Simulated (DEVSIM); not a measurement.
Device: Pt/La2O3/p-Ge capacitor, at 400 K.

Layer 1 from the left is La2O3, thickness (nm) 2.40. Layer 2 from the left is Ge, thickness (nm) 1100, Na (cm⁻³) 2.7e17.

Metal gate on the left, work function 5.6 eV. Fixed charge at the semiconductor interface -1.3e11 cm⁻² (in units of +e); interface traps 1e12 cm⁻² eV⁻¹, uniform in energy, neutral level at 0.5 of the gap above the valence band.

This is a model device: material constants are rounded textbook-type values typed into the input, and sizes, dopings and lifetimes were drawn at random. Values at 300 K; Nc and Nv go as T^1.5, mobilities as T to minus their exponent, the gap by Varshni's rule with the affinity fixed.

La2O3: gap (eV) 5.8, affinity (eV) 1.8, permittivity 27. Ge: gap (eV) 0.664, affinity (eV) 4, permittivity 16, Nc (cm⁻³) 1.04e19, Nv (cm⁻³) 6e18, Varshni α (eV/K) 0.000477, Varshni β (K) 235.

Simulated with DEVSIM: 1D Poisson equation in equilibrium, Boltzmann statistics, complete ionisation; no quantum confinement or tunnelling. Metal contacts follow the ideal Schottky-Mott rule: no Fermi-level pinning, no interface dipoles.

Question: What does the simulation give for the minimum of the low-frequency capacitance?

Answer: minimum of the low-frequency capacitance 0.516 μF/cm².
